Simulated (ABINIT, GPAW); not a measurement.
An ABINIT input for a self-consistent single point of TiNbC2 (R-3m, 4 atoms in the cell) (DFT, LDA (PW92), plane waves, norm-conserving pseudopotentials (PseudoDojo nc-sr-04 LDA standard)):

```
# TiNbC2, PseudoDojo nc-sr-04 LDA standard
pp_dirpath "./"
pseudos "Ti.upf, Nb.upf, C.upf"
acell 10.2190040126 10.2190040126 10.2190040126
rprim
         0.2894447260    0.1671109905    0.9424943859
        -0.2894447260    0.1671109905    0.9424943859
        -0.0000000000   -0.3342219810    0.9424943859
natom 4
ntypat 3
znucl 22 41 6
typat 1 2 3 3
xred
         0.5000000000    0.5000000000    0.5000000000
         0.0000000000    0.0000000000    0.0000000000
         0.7524260000    0.7524260000    0.7524260000
         0.2475740000    0.2475740000    0.2475740000
ecut 42 Ha
occopt 7
tsmear 0.05 eV
nband 23
kptopt 1
ngkpt 8 8 8
nshiftk 1
shiftk 0 0 0
nstep 100
tolvrs 1.0e-10
prtwf 0
prtden 0
enunit 1
```

### Question
Write the same calculation as an input for GPAW.

### Answer
This is the input that was run; spellings and numerical settings could be chosen otherwise.

```python
from ase import Atoms
from ase.units import GPa
from gpaw import GPAW

atoms = Atoms(['Ti', 'Nb', 'C', 'C'],
              cell=[[1.565220, 0.903680, 5.096693],
                    [-1.565220, 0.903680, 5.096693],
                    [0.000000, -1.807360, 5.096693]],
              positions=[[0.000000, 0.000000, 7.645040],
                         [0.000000, 0.000000, 0.000000],
                         [0.000000, -0.000000, 11.504653],
                         [-0.000000, -0.000000, 3.785426]],
              pbc=True)

calc = GPAW(mode={'name': 'pw', 'ecut': 900},
            xc='LDA',
            kpts={'size': (8, 8, 8), 'gamma': True},
            occupations={'name': 'methfessel-paxton', 'width': 0.05, 'order': 0},
            nbands=-12,
            convergence={'density': 1e-05, 'energy': 1e-05},
            symmetry={'symmorphic': False, 'tolerance': 0.0005},
            maxiter=150)

atoms.calc = calc

energy = atoms.get_potential_energy()
print('Energy (eV):', round(energy, 6))
forces = atoms.get_forces()
print('Forces (eV/Ang):')
print(forces.round(5))
stress = atoms.get_stress()
print('Stress (GPa, Voigt):', (stress / GPa).round(4))
```

Basis, cutoffs, solver keys and any potentials are the target program's own. This input uses DFT LDA (Perdew-Wang 92), plane waves, GPAW PAW datasets LDA (gpaw-data 1.0.1). LDA parametrisations can differ slightly between programs.

The starting cell comes from a database of computed structures (which also holds hypothetical and non-ambient phases and stackings), without a prior relaxation at this level.
